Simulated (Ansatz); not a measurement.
The parent structure is AlN (space group P4_2/mnm, No. 136; a = 5.294 Å, c = 3.109 Å; a hypothetical phase, not in the database extracts checked).

Levels (all Ansatz, a program for electronic structure, PAW): PBEsol (420 eV, no spin-orbit coupling); r2SCAN (500 eV, scalar-relativistic without spin-orbit coupling).

The geometry is relaxed with PBEsol.

```
Item                                           Value
--------------------  ------------------------------
PBEsol band gap                              3.75 eV
PBEsol pressure                             0.00 GPa
PBEsol gap character  indirect, M–Γ (86 % along) → Γ
```

What does r2SCAN give at this geometry for the band gap, pressure and gap character?

The band gap rises by 0.68 eV (3.75 eV → 4.43 eV); the pressure goes from zero to -1.28 GPa; the gap character is still indirect, M–Γ (86 % along) → Γ.

Single points use the geometry relaxed with PBEsol. Their cutoffs differ, which shifts pressures a little. Whether these cells are dynamically stable was not tested.
